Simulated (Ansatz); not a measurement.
A hypothetical phase is included: elements placed on a structure type, which no database files for this compound.

By PBEsol, the system below comes out a metal.

Consider the following.

```yaml
crystal:
  lattice:
    - [4.22481, 0.00000, 0.00000]
    - [0.00000, 5.97478, 0.00000]
    - [0.00000, 2.98739, 2.98739]
  atoms:
    - { symbol: Nb, position: [0.50000, 0.00000, 0.50000] }
    - { symbol: Nb, position: [0.50000, 0.50000, 0.50000] }
    - { symbol: Nb, position: [0.00000, 0.50000, 0.00000] }
    - { symbol: N, position: [0.00000, 0.50000, 0.50000] }
    - { symbol: N, position: [0.00000, 0.00000, 0.50000] }
    - { symbol: N, position: [0.50000, 0.00000, 0.00000] }
```

The cell was relaxed by PBE-D3(BJ); by PBEsol it stands under a pressure of -1.1 GPa.

The current flows along the normal of the first two printed cell vectors, the (110) plane of the conventional cell. No spin-orbit coupling; the value is a mean over 0.1 eV about the Fermi level.

**Question.** Estimate the ballistic conductance per area that PBEsol run with Ansatz (a first-principles code) returns for this system.

**Answer.** 0.96 × 10¹⁵ S/m² for both spins.
